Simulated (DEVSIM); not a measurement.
System: Schottky contact on n-type β-Ga2O3, at 300 K.

Layer 1 from the left is β-Ga2O3, thickness (μm) 8.00, Nd (cm⁻³) 1.1e16, τn (s) 6.2e-9, τp (s) 6.2e-9.

Left contact: Schottky, work function 5.69 eV, emission velocity 3.6e6 cm/s. Right contact: ohmic. Voltage is applied to the left contact. Recombination: SRH at mid-gap. Mobility is μmin + (μ − μmin)/(1 + (N/Nref)^α).

The device is made up for the run: typed textbook-type constants, with dimensions and the other settings drawn at random. Values at 300 K.

β-Ga2O3: gap (eV) 4.8, affinity (eV) 4, permittivity 10, Nc (cm⁻³) 3.7e18, Nv (cm⁻³) 5e20, μn (cm²/Vs) 160, μp (cm²/Vs) 1, μn,min 20, μp,min 0.1, Nref,n 1e18, Nref,p 1e18, αn 0.8, αp 0.8.

DEVSIM, 1D drift-diffusion, Boltzmann statistics, complete ionisation; no tunnelling, impact ionisation, image-force lowering or self-heating. Metal contacts follow the ideal Schottky-Mott rule: no Fermi-level pinning, no interface dipoles.

Dark forward current:

| |V| (V) | |J| (A/cm²) |
|---|---|
| 0.55 | 1.094e-13 |
| 0.60 | 7.512e-13 |
| 0.65 | 5.154e-12 |
| 0.70 | 3.534e-11 |
| 0.75 | 2.421e-10 |
| 0.80 | 1.657e-9 |
| 0.85 | 1.133e-8 |
| 0.90 | 7.737e-8 |
| 0.95 | 5.275e-7 |
| 1.00 | 3.589e-6 |
| 1.05 | 2.436e-5 |
| 1.10 | 0.0001648 |
| 1.15 | 0.001110 |
| 1.20 | 0.007433 |
| 1.25 | 0.04915 |
| 1.30 | 0.3130 |
| 1.35 | 1.726 |
| 1.40 | 6.489 |
| 1.45 | 15.43 |
| 1.50 | 27.17 |
| 1.55 | 40.49 |
| 1.60 | 54.75 |
| 1.65 | 69.60 |
| 1.70 | 84.86 |
| 1.75 | 100.4 |
| 1.80 | 116.2 |

Problem. Work out the local ideality factor n = ΔV / (kT/q · ln(J2/J1)) between the rows 0.55 and 0.60 V, 1.75 and 1.80 V.

Solution. kT/q = 25.85 mV. From 0.55 to 0.60 V: ln(7.512e-13/1.094e-13) = 1.927, n = 1.00, near the 1 of diffusion or emission over a barrier. From 1.75 to 1.80 V: ln(116.2/100.4) = 0.146, n = 13.23; the layers' resistance at their doping, Σ W/(qμN) = 0.0029 Ω cm², would take 46 mV of this step of 50 mV.

Problem. Estimate the current at 0.90 V for emission alone, J0 = q v N_band exp(−φB/kT), and read the barrier back from the simulated current.

Solution. φB = 1.690 eV, N_band = 3.70e18 cm⁻³, J0 = 8.64e-23 A/cm²; J = J0 (exp(qV/kT) − 1) = 1.14e-7 A/cm². The simulation gives 7.74e-8 A/cm²; the estimate lies 47 % above. Read backwards, the simulated current gives an apparent barrier of 1.700 eV. The estimate leaves out transport through the depletion region and minority injection.
